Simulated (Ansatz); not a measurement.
The starting structures come from a database of crystals and need not be the phases stable at ambient conditions.

By PBEsol, the system below comes out a metal.

Data:

```
Al
1.0
    4.86685     0.00000     0.00000
    0.00000     4.87132     0.00000
    0.00000     2.43566     1.40623
Al
2
Direct
  0.25000   0.33333   0.00000
  0.75000   0.66667   0.00000
```

Space group of this cell: P6_3/mmc, hcp (Mg type). The cell is taken as given; by PBEsol its mean pressure is -1.3 GPa.

The current flows along the normal of the first two printed cell vectors, the (110) plane of the conventional cell. No spin-orbit coupling; the value is a mean over 0.1 eV about the Fermi level.

Question: Compute, with Ansatz (a quantum-chemistry and plane-wave program) with PBEsol, the ballistic conductance per area.

Answer: 1.5 × 10¹⁵ S/m² for both spins.
